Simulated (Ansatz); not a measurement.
# Worked example: self-consistent single point of NbP (I4_1md, 4 atoms in the cell) in Ansatz

Level of theory: LDA (PW92), default PAW files made with PBE (plane waves; Ansatz, a first-principles code).

Input:

Ansatz 0.2 input:
```yaml
crystal:
  lattice:
    - [-1.683300, 1.683300, 5.768811]
    - [1.683300, -1.683300, 5.768811]
    - [1.683300, 1.683300, -5.768811]
  atoms:
    - { symbol: Nb, position: [0.749880, 0.749880, 0.000000] }
    - { symbol: Nb, position: [0.499880, 0.999880, 0.500000] }
    - { symbol: P, position: [0.332750, 0.332750, 0.000000] }
    - { symbol: P, position: [0.082750, 0.582750, 0.500000] }
basis:
  ecutwfc: 420.0
kpoints:
  mp_grid: { grid: [10, 10, 10] }
hamiltonian:
  xc: lda
  pseudopotentials: { kind: paw }
scf:
  occupations: { method: gaussian, width: 0.2 }
output:
  forces: true
  eigenvalues: true
  stress: true
```

Output (repeated stretches shortened):

```
WARN ansatz: RAYON_NUM_THREADS=1 ignored (pool sized by the plan → 1); use --threads N
basis.fft_grid_basis auto: the FFT boxes are laid along the combinations [[1, 0, 1], [0, 1, 1], [0, 0, 1]] of the cell's own vectors, 3.367, 3.367 and 6.241 Å …
Pseudopotentials: kind: paw
Pseudopotential: Nb, paw, valence charge 13
Pseudopotential: P, paw, valence charge 5
Crystal: 4 atoms, lattice volume = 65.384 Å³
Basis set: ecut = 420 eV, 1271 PW (Γ), FFT grids on a1+a3, a2+a3, a3
Bands: 22, of which v1, the nominal top of the filled ones, is band 18 counted from 1 (17 counted from 0)
Symmetry: 8 space group operations
Space group: I41md (ITA 109), of the structure as read, at distance tolerance 4.0e-5 Å
k-points: 102 of 1000 (time reversal used)
PAW frozen core: Nb, regenerated for the run's functional, and the local potential with it
PAW frozen core: P, regenerated for the run's functional, and the local potential with it
Initial density: superposition of atomic densities (neutral atoms: chi_scale 0, normalization atom), corrected by the library's trained network
Initial wavefunctions: pseudopotential atomic-orbital guess
Eigensolver: davidson
Functional: x = slater, c = lda
SCF iter   1: F=—  HF=-10341.433262 eV  |F-HF|=—  |Δ(HF+E_count)|=         —  Δρ=9.61e-3  dr2=2.99e-2  ethr=1.77e-3  ⟨swp⟩=5.1  Hψ=10535  notcnv=0
all-band conjugate gradients solve this SCF's bands
preconditioner: auto → Kerker (q_TF=auto, 2.470 Å⁻¹)
SCF iter   2: F=—  HF=-10341.428526 eV  |F-HF|=—  |Δ(HF+E_count)|=   4.74e-3  Δρ=5.29e-3  dr2=8.72e-3  ethr=8.31e-5  ⟨swp⟩=1.0  Hψ=3060  notcnv=0
SCF iter   3: F=—  HF=-10341.426869 eV  |F-HF|=—  |Δ(HF+E_count)|=   1.66e-3  Δρ=6.83e-4  dr2=3.14e-4  ethr=2.42e-5  ⟨swp⟩=2.6  Hψ=3222  notcnv=0
SCF iter   4: F=—  HF=-10341.426787 eV  |F-HF|=—  |Δ(HF+E_count)|=   8.19e-5  Δρ=1.51e-4  dr2=1.59e-5  ethr=8.74e-7  ⟨swp⟩=2.5  Hψ=3294  notcnv=0
SCF iter   5: F=—  HF=-10341.426785 eV  |F-HF|=—  |Δ(HF+E_count)|=   2.91e-6  Δρ=2.62e-5  dr2=4.36e-7  ethr=4.42e-8  ⟨swp⟩=2.3  Hψ=3236  notcnv=0
SCF iter   6: F=-10341.426785 eV  HF=-10341.426785 eV  |F-HF|=2.32e-9  |Δ(HF+E_count)|=   4.01e-9  Δρ=4.29e-6  dr2=1.16e-8  ethr=2.78e-10  ⟨swp⟩=5.6  Hψ=9475  notcnv=0
SCF 1 converged in 6 iterations: F = -10341.426785 eV  dr2 = 1.16e-8
SCF converged after 6 iterations
Free energy (F): -10341.426785 eV
Harris-Foulkes:  -10341.426785 eV  (|F-HF|=2.32e-9)
Internal energy: -10341.410415 eV  (E = F + TS)
E sigma→0 (E₀):  -10341.418600 eV
Entropy (-TS):   -0.016369 eV (-4.092 meV/atom)
Fermi energy:    14.332795 eV
--- Per-component energies (eV) ---
  E_band       = -163.754182
  E_kinetic    = 932.220670
  E_local      = -1760.418123  (includes V_loc(G=0)·N_el)
  E_nonlocal   = 316.623632
  E_hartree    = 567.482548
  E_xc         = -473.432299
  E_vxc        = -549.919721  (∫ρ·V_xc dr)
  E_paw        = -7009.698705  (= ΣΔE_a)
  E_vpaw       = -237.226857  (= ΣTr[D̂ρ^β])
  E_aug_tail   = 0.000020  (compensation charges beyond the density's cutoff)
  E_ewald      = -2915.274249
  E_core_change = 1.086092  (= ΣΔE_core)
  E_smearing   = -0.016369  (= −TS)
  E_closure    = -0.000000  (closes the sum)
  Σ components = -10341.426785   (vs F -10341.426785, Δ=0.00e0)
--- Forces (eV/Å), atoms counted from 1 ---
  atom   1  Nb    -0.00000000     0.00000000     0.00506052
  atom   2  Nb     0.00000000     0.00000000     0.00506052
  atom   3  P     -0.00000000     0.00000000    -0.00505175
  atom   4  P      0.00000000    -0.00000000    -0.00505175
  max |Σ_I F_I| component: 1.75e-5 eV/Å
--- Stress (GPa, compression-positive) ---
      -12.048954       0.000000      -0.000000
        0.000000     -12.048954      -0.000000
       -0.000000       0.000000     -11.329358
  P = ⅓ Tr σ = -11.8091 GPa (-118.091 kbar)
  The stress holds the Pulay correction. Without it, at fixed plane waves, as pw.x and ABINIT print it: P = -11.8433 GPa
--- Band table (eV; the first three rows and the last of 102) ---
  k-point 0: bands = ["-40.4792", "-40.4446", "-16.7862", "-16.6059", "-16.6059", "-16.4626", "-16.4626", "-16.4230", "1.7571", "4.1070", "8.2734", "11.3739", "12.1408", "12.1408", "12.2484", "12.6515", "13.0027", "13.0027", "15.1446", "15.8855", [...]
  k-point 1: bands = ["-40.4753", "-40.4425", "-16.7737", "-16.6314", "-16.6249", "-16.4885", "-16.4817", "-16.4205", "2.0178", "4.1888", "8.4230", "10.9860", "11.8893", "11.9697", "11.9988", "12.4959", "13.1286", "13.2583", "14.7875", "15.3192", [...]
  k-point 2: bands = ["-40.4648", "-40.4370", "-16.7499", "-16.6946", "-16.6636", "-16.5460", "-16.5291", "-16.4250", "2.7026", "4.3381", "8.9378", "10.0808", "10.7580", "11.4122", "11.5147", "12.6253", "13.5459", "13.6718", "14.4803", "14.9222", [...]
  k-point 101: bands = ["-40.4620", "-40.4620", "-16.6131", "-16.6131", "-16.6075", "-16.6075", "-16.4551", "-16.4551", "2.7160", "2.7160", "10.3737", "10.3737", "11.6830", "11.6830", "11.7317", "11.7317", "13.8241", "13.8241", "15.4914", "15.4914", [...]
```

The run converged in 6 iterations.

The starting cell comes from a database of computed structures (which also holds hypothetical and non-ambient phases and stackings), without a prior relaxation at this level. Its lattice was rescaled by up to half a per cent. Spin polarisation is off. With a pressure of about -12 GPa the cell is away from its equilibrium volume at this level. Ansatz's pressure includes its estimate of the finite-basis (Pulay) stress.
